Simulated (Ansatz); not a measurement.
# How the lattice parameter c of HfO2 (model structure, started from the 2H-MoS2 type, P6₃/mmc, No. 194, 6 atoms in the cell) moves with the method

No measured value is used here.

```json
[
 {"level (code)": "PBE (Ansatz)", "value (Å)": "10.831"},
 {"level (code)": "PBEsol (Ansatz)", "value (Å)": "9.590"},
 {"level (code)": "PBE-D3(BJ) (Ansatz)", "value (Å)": "___"}
]
```

**Question.** What belongs in the gaps?

**Answer.** 
- PBE-D3(BJ) (Ansatz, a first-principles code), value (Å): 9.242

Density-functional levels without +SOC have no spin–orbit coupling. Ansatz's density-functional and Hartree–Fock values are scalar-relativistic unless marked +SOC, with PAW data made under PBE.

A model structure was made by putting elements into a prototype or built by hand; it is no filed structure, need not be a known phase, and can be a saddle point held by its symmetry.
